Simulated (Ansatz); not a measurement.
# Au, response to strain

Take Au in the fcc (Cu type) structure (space group Fm-3m, No. 225; relaxed with 0.1 eV smearing) as the base.

```yaml
crystal:
  lattice:
    - [0.00000, 2.06226, 2.06226]
    - [2.06226, 0.00000, 2.06226]
    - [2.06226, 2.06226, 0.00000]
  atoms:
    - { symbol: Au, position: [0.00000, 0.00000, 0.00000] }
```

Cartesian axes are those of the cell as printed.

Strains are applied to the cell and any free atomic positions relax; under biaxial strain the out-of-plane vector relaxes too.

Level of theory: Ansatz (a quantum-chemistry and plane-wave program) r2SCAN, scalar-relativistic without spin-orbit coupling.

Notes on the quantities. energy relative to the base: free energy F.

| biaxial strain, plane normal [111], relaxed out of plane (%) | energy relative to the base (meV/atom) |
|---|---|
| 0 | 0.0 |
| 0.42 | 0.2 |
| 0.83 | 0.7 |
| 1.25 | ? |
| 1.67 | 2.6 |
| 2.08 | 4.1 |
| 2.5 | 6.0 |

Question: Fit ΔE = Aε² + Bε³ (ε in %) to the rows shown and predict the withheld row.

Answer: Least squares on the printed values gives A = 0.911 and B = 0.019 meV/atom (largest residual 0.1 meV/atom); this predicts 1.5 meV/atom, and the run gives 1.5 meV/atom, in agreement.

Whether these cells are dynamically stable was not tested.
